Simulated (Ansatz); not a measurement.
Reference: CdSe (F-43m), HSE06, rigid bands (plane waves, PAW, scalar-relativistic; Ansatz, a first-principles code); geometry: cell and atoms relaxed with PBEsol.

```cif
data_Cd4Se4
_chemical_formula_sum 'Cd4 Se4'
_space_group_name_H-M_alt 'F-43m'
_space_group_IT_number 216
_space_group_name_Hall 'F -4 2 3'
_cell_length_a 6.08165
_cell_length_b 6.08165
_cell_length_c 6.08165
_cell_angle_alpha 90.000
_cell_angle_beta 90.000
_cell_angle_gamma 90.000
loop_
_atom_site_label
_atom_site_type_symbol
_atom_site_symmetry_multiplicity
_atom_site_Wyckoff_symbol
_atom_site_fract_x
_atom_site_fract_y
_atom_site_fract_z
_atom_site_occupancy
Cd1 Cd 4 a 0.00000 0.00000 0.00000 1
Se1 Se 4 c 0.25000 0.25000 0.25000 1
```
(The calculation used a cell of 2 atoms; values per cell refer to that cell.)

| Item | Result |
|---|---|
| band gap | 1.55 eV |
| electron conductivity mass | 0.119 mₑ |
| Seebeck coefficient, n-type 1e19 cm⁻³ | -74 μV/K |

Problem. Replace Cd by Zn on the same sites and relax. What happens?

Solution. ZnSe (F-43m): volume per atom 28.1 to 22.3 Å³; band gap rises (1.55 eV to 2.50 eV); electron conductivity mass rises (0.119 mₑ to 0.143 mₑ); Seebeck coefficient, n-type 1e19 cm⁻³ rises in size (-74 μV/K to -87 μV/K).

Problem. Swap Cd for Be, keeping the structure type. How do these values move?

Solution. BeSe (F-43m): volume per atom 28.1 to 16.9 Å³; band gap rises (1.55 eV to 3.45 eV); electron conductivity mass rises (0.119 mₑ to 0.34 mₑ); Seebeck coefficient, n-type 1e19 cm⁻³ rises in size (-74 μV/K to -268 μV/K).

Moves up to 5 % count as about the same. Masses are for dilute carriers at 300 K, harmonic means over directions unless an axis is named. Seebeck coefficients are for the stated density at 300 K, with one relaxation time for all states and whether or not that doping can be reached. Spin-orbit coupling is left out.
